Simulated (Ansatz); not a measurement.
Consider MoSi₂ (space group I4/mmm, No. 139; a = 3.2168 Å, c = 7.8746 Å; relaxed with 0.1 eV smearing).

Method: PBE in Ansatz (plane waves to 420 eV, PAW, scalar-relativistic without spin-orbit coupling).

For the base:

The pressure is 0.0 GPa.

Now apply this change: the cell is scaled by 1.0300 in all directions; the atoms relax in the strained cell.

Problem. What happens to the pressure, largest internal atomic displacement and energy relative to the base?

Solution. The pressure (mean of the normal stresses, compression positive) goes from zero to -14.8 GPa; the largest internal atomic displacement comes out as 0.013 Å; the energy increases by 63 meV/atom.

Stability against distortions was not tested. The final runs are not spin-polarised.

Ansatz is a first-principles code.
